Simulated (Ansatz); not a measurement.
Structures of equal composition on the (111) surface of fcc Pd: a layer of Ag in place of the second plane; a layer of Ag in place of the third plane. The slabs share one bottom face, and each structure is named by its start. These are constructed structures in small cells; real faces may alloy, dewet or reconstruct in larger ones, and not all known structures of the face are among them. Slabs of about 11 Å with all that they carry, Fermi-Dirac smearing of 0.1 eV. Bottom of the slabs: a bare face, its two planes held. Relaxed from the named starts with such symmetry as they have, on meshes of like density; energies extrapolated to zero smearing; no spin-orbit coupling, no U. Spin-polarised runs, if any, are marked in brackets, and their order is one that fits the cell; the others ran without spin.

These are PBE (plane waves to 420 eV, PAW; Ansatz, a program for electronic structure) values and carry that method's errors.

### Question
Put the candidates in order of energy per 1x1 cell, lowest first, for PBE.

### Answer
a layer of Ag in place of the second plane (0.000 eV), a layer of Ag in place of the third plane (0.093 eV)
